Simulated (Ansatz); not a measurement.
# Hypothetical diamond Na, thickness series

Start from Na in the diamond structure (space group Fd-3m, No. 227; a = 7.584 Å; a hypothetical phase, not in the database extracts checked). Axes: x, y, z lie along the cube axes.

Free-standing slabs (2 atom(s) a layer) normal to [110] with 15 Å of vacuum; in-plane cell held at bulk.

Levels (all Ansatz, an electronic-structure program, PAW): PBE (420 eV, no spin-orbit coupling); PBEsol (420 eV, without spin-orbit coupling).

The base cell above is that of PBE; each level relaxes its own structures.

```tsv
case	shortest interatomic distance, PBE	shortest interatomic distance, PBEsol
1 layer	3.382 Å	3.436 Å
2 layers	3.432 Å	3.414 Å
3 layers	3.454 Å	3.435 Å
4 layers	3.431 Å	3.418 Å
5 layers	3.437 Å	3.424 Å
6 layers	3.440 Å	3.430 Å
7 layers	3.439 Å	3.296 Å
```

The two levels differ by at most about 0.143 Å. They disagree on the order of 2 layers and 1 layer and of 8 more pairs.

Stability against distortions was not tested.
